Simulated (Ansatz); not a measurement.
The starting structures come from a database of crystals and need not be the phases stable at ambient conditions.

By PBEsol, the system below comes out a metal.

Without scattering a metal conducts by its projected Fermi surface.

Data:

```yaml
crystal:
  lattice:
    - [4.86308, 0.00000, 0.00000]
    - [-2.43154, 4.21155, 0.00000]
    - [0.00000, 0.00000, 3.02451]
  atoms:
    - { symbol: Hf, position: [0.66667, 0.33333, 0.50000] }
    - { symbol: Hf, position: [0.33333, 0.66667, 0.50000] }
    - { symbol: Hf, position: [0.00000, 0.00000, 0.00000] }
```

Space group of this cell: P6/mmm. The cell is strained (all lengths scaled by 0.98); by PBEsol its mean pressure is 4.3 GPa.

The current flows along the normal of the first two printed cell vectors, the (001) plane of the conventional cell. No spin-orbit coupling; the value is a mean over 0.1 eV about the Fermi level.

Problem. Estimate the ballistic conductance per area that PBEsol in Ansatz (a first-principles code) returns for this system.

Solution. 0.55 × 10¹⁵ S/m² for both spins.
